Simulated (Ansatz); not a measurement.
The parent structure is BaTiO3 in the cubic perovskite structure (space group Pm-3m, No. 221; a = 4.0192 Å).

It is then changed as follows: the cell is scaled by 0.9619 in all directions, atoms relaxed at fixed cell.

Levels (all Ansatz, a program for electronic structure, PAW): PBE (420 eV, no spin-orbit coupling); r2SCAN (500 eV, no spin-orbit coupling); HSE06 (420 eV, without spin-orbit coupling); PBE+SOC (420 eV, noncollinear with spin-orbit coupling).

At the geometry relaxed with PBE, these levels gave the following band gaps, in shuffled order: (a) 3.44 eV, (b) 2.39 eV, (c) 1.93 eV, (d) 2.00 eV.

Q: Match each gap to its level.

A: (a) HSE06; (b) r2SCAN; (c) PBE+SOC; (d) PBE.

Single points use the geometry relaxed with PBE. The spin-orbit shifts are approximate. The cells carry an imposed strain or load. No phonon test of stability was made. The runs without spin-orbit coupling are not spin-polarised. Many cubic perovskites are stable only at high temperature; tilts and polar distortions were not tested. This is not the structure that BaTiO3 has at room temperature and ambient pressure.
